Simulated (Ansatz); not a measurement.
A user runs Ansatz (an electronic-structure program) on Re (P6_3/mmc, 4 atoms in the cell) and asks whether the run is sound. The aim is a self-consistent single point with DFT, PBEsol, plane waves, default PAW files made with PBE.

Cell that was meant: a = 2.8084 Å, b = 2.8084 Å, c = 9.0747 Å, α = 90.00°, β = 90.00°, γ = 120.00°.

Part of the input:

Ansatz 0.2 input:
```yaml
  pseudopotentials: { kind: paw }
scf:
  occupations: { method: gaussian, width: 0.1 }
  max_iter: 40
  convergence: { dr2_threshold: 1.0e-22 eV }
output:
  forces: true
  eigenvalues: true
```

Output, abridged:

```
   [... lines left out ...]
k-points: 24 of 243
PAW frozen core: Re, regenerated for the run's functional, and the local potential with it
Initial density: superposition of atomic densities (neutral atoms: chi_scale 0, normalization atom), corrected by the library's trained network
Initial wavefunctions: pseudopotential atomic-orbital guess
Eigensolver: davidson
Functional: x = pbesol(κ = 0.804, μ = 0.12345679012345678), c = pbesol(β = 0.046)
SCF iter   1: F=—  HF=-42948.736323 eV  |F-HF|=—  |Δ(HF+E_count)|=         —  Δρ=8.60e-3  dr2=2.91e-2  ethr=1.77e-3  ⟨swp⟩=4.9  Hψ=2869  notcnv=0
all-band conjugate gradients solve this SCF's bands
preconditioner: auto → Kerker (q_TF=auto, 2.714 Å⁻¹)
SCF iter   2: F=—  HF=-42948.735896 eV  |F-HF|=—  |Δ(HF+E_count)|=   4.26e-4  Δρ=4.59e-3  dr2=7.12e-3  ethr=4.85e-5  ⟨swp⟩=1.9  Hψ=1145  notcnv=0
   [... lines left out ...]
SCF iter  14: F=—  HF=-42948.735715 eV  |F-HF|=—  |Δ(HF+E_count)|=    0.00e0  Δρ=1.38e-12  dr2=1.25e-21  ethr=9.19e-19 (applied; sched 1.00e-12)  ⟨swp⟩=1.0  Hψ=840  notcnv=0  defer=24
SCF iter  15: F=—  HF=-42948.735715 eV  |F-HF|=—  |Δ(HF+E_count)|=  7.28e-12  Δρ=4.70e-13  dr2=1.77e-22  ethr=1.00e-12  ⟨swp⟩=3.2  Hψ=1190  notcnv=0
SCF iter  16: F=-42948.735715 eV  HF=-42948.735715 eV  |F-HF|=2.18e-11  |Δ(HF+E_count)|=  1.46e-11  Δρ=1.18e-13  dr2=1.18e-23  ethr=1.00e-12  ⟨swp⟩=1.0  Hψ=960  notcnv=0
SCF 1 converged in 16 iterations: F = -42948.735715 eV  dr2 = 1.18e-23
Free energy (F): -42948.735715 eV
Internal energy: -42948.721853 eV  (E = F + TS)
E sigma→0 (E₀):  -42948.728784 eV
Entropy (-TS):   -0.013862 eV (-3.465 meV/atom)
Fermi energy:    22.567458 eV
--- Forces (eV/Å), atoms counted from 1 ---
  atom   1  Re     0.00000000     0.00000000     0.00000000
   [... zero for the other atoms too ...]
--- Stress (GPa, compression-positive) ---
      -20.918682       0.000000       0.000000
        0.000000     -20.918682       0.000000
        0.000000       0.000000     -22.559161
  P = ⅓ Tr σ = -21.4655 GPa (-214.655 kbar)
  The stress holds the Pulay correction. Without it, at fixed plane waves, as pw.x and ABINIT print it: P = -21.6051 GPa
```

**Question.** Can these results be used? Check the input.

**Answer.** The results can be used. The input holds a threshold far tighter than needed, beside a limit on iterations, which can do harm: each further decade of the residual costs iterations, and near the noise of double precision and of the grids the loop may never get there. Here it did none. The run converged in 16 iterations, and against the sound input the free energy is nearly the same (within 1 meV/atom) and the pressure stays at -21.47 GPa. It cost iterations: the sound input took 6.

The sound input it was made from differs as follows (other fixes are possible):
```diff
-  max_iter: 40
-  convergence: { dr2_threshold: 1.0e-22 eV }
```

With that input, the run converged in 6 iterations: free energy E − TS (on the zero of these files) -42948.7357 eV; Fermi level (on the code's own zero) 22.57 eV; pressure -21.47 GPa (DFT, PBEsol, plane waves, default PAW files made with PBE).

On the sound input: the starting cell comes from a database of computed structures (which also holds hypothetical and non-ambient phases and stackings), without a prior relaxation at this level. Its lattice was rescaled by a random factor within 2.5 % of one. Spin polarisation is off. With a pressure of about -21 GPa the cell is away from its equilibrium volume at this level. Ansatz's pressure includes its estimate of the finite-basis (Pulay) stress.
